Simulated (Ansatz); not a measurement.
Consider the following.

```
CELL_PARAMETERS angstrom
      2.55198     1.46285     4.57256
     -2.51548     1.46285     4.55229
      0.01825    -2.92570     4.56243
ATOMIC_POSITIONS crystal
  Li 0.28125 0.28106 0.28114
  Li 0.78123 0.78105 0.78116
  Nb 0.99946 0.99633 0.99679
  Nb 0.49873 0.49561 0.49824
  O  0.10549 0.36621 0.71766
  O  0.71589 0.10524 0.36622
  O  0.36479 0.71802 0.10577
  O  0.21635 0.86669 0.60524
  O  0.86528 0.60552 0.21674
  O  0.60574 0.21847 0.86526
```

No spin polarisation.

Method: plane-wave PAW DFT at the LDA level (Ansatz, an electronic-structure program, 420 eV), no spin-orbit coupling. Γ-centred 8×8×8 mesh, Fermi–Dirac width 0.05 eV.

Problem. What stress (xx, yy, zz, yz, xz, xy; compression positive) does the calculation give?

Solution. (0.01, 0.00, 0.01, -0.01, -0.58, -0.03) GPa.

Problem. What space group does the calculation give?

Solution. P1 (No. 1).

The cells carry an imposed strain or load. No phonon test of stability was made. The cell was made from LiNbO$_{3}$ (space group R3c, No. 161) by this change: tensor shear ε_xz = +0.40 %.
